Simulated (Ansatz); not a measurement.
Data:

```yaml
crystal:
  lattice:
    - [4.51256, 0.00000, 0.00000]
    - [2.25628, 3.90799, 0.00000]
    - [2.25628, -1.30266, 3.71332]
  atoms:
    - { symbol: Cd, position: [0.99892, 0.00054, 0.00162] }
    - { symbol: Te, position: [0.50108, 0.24946, 0.74838] }
```

No spin polarisation.

Method: Kohn–Sham DFT with the LDA functional, run in Ansatz (a program for electronic structure) with PAW and 420 eV plane waves, no spin-orbit coupling. Settings: 9×9×9 k-points, 0.05 eV Fermi–Dirac smearing.

### Question
Predict the pressure, valence-band top at Γ and gap character.

### Answer
Pressure (mean of the normal stresses, compression positive): 0.22 GPa
Valence-band top at Γ (three highest levels, from the VBM): 0.00, 0.00, -0.04 eV
Gap character: direct at Γ

Spin-orbit coupling, missing from the scalar runs, can matter with Te. The cells carry an imposed strain or load. Stability against distortions was not tested. The cell was made from CdTe in the zinc blende structure (space group F-43m, No. 216) by this change: biaxial strain −0.42 %, plane normal [111], relaxed out of plane.
